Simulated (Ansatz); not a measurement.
The starting structures come from a database of crystals and need not be the phases stable at ambient conditions.

Crystal: CuI (P4/nmm, not sure to be the ambient phase, 4 atoms a cell, 25.1 Å³ an atom, 2 GPa at this level); planes in its conventional cell.

Method: r2SCAN (plane waves, PAW; Ansatz, a program for electronic structure).

No gap correction and no spin-orbit coupling; mid-gap values are interpolated between computed energies.

```tsv
plane	area of the cell (Å²)	mid-gap κ (1/Å)	largest κ in the gap (1/Å)
(001)	16.2	0.22	0.24
(100)	25.0	?	?
(110)	35.4	?	?
(111)	38.9	?	?
```

Q: The slowest decay depends on the direction. Supply the withheld values.

A: 
- (100), mid-gap κ (1/Å): 0.17
- (100), largest κ in the gap (1/Å): 0.17
- (110), mid-gap κ (1/Å): 0.18
- (110), largest κ in the gap (1/Å): 0.18
- (111), mid-gap κ (1/Å): 0.18
- (111), largest κ in the gap (1/Å): 0.18
